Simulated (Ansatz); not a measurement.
The parent structure is PtS$_{2}$ in the CdI2 type structure (space group P-3m1, No. 164; layered, stacked along the Cartesian z axis).

Space group P-3m1 (No. 164); a = 3.552 Å, b = 3.552 Å, c = 5.128 Å, α = 90.00°, β = 90.00°, γ = 120.00°

```
atom  site  symmetry       x       y       z
----  ----  --------  ------  ------  ------
Pt      1a      -3m.  0.0000  0.0000  0.0000
S       2d       3m.  0.3333  0.6667  0.2391
```

Levels (all Ansatz, a quantum-chemistry and plane-wave program, PAW): r2SCAN+rVV10 (500 eV, spin-orbit coupling left out); HSE06 (420 eV, scalar-relativistic without spin-orbit coupling).

The geometry is relaxed with r2SCAN+rVV10.

| Item | Value |
|---|---|
| r2SCAN+rVV10 band gap | 0.80 eV |

With HSE06 at the same geometry, the band gap rises by 0.43 eV to 1.23 eV.

Single points use the geometry relaxed with r2SCAN+rVV10. HSE06 gaps are upper bounds (no full band path). Spin-orbit coupling, missing from the scalar runs, can matter with Pt. Stability against distortions was not tested.
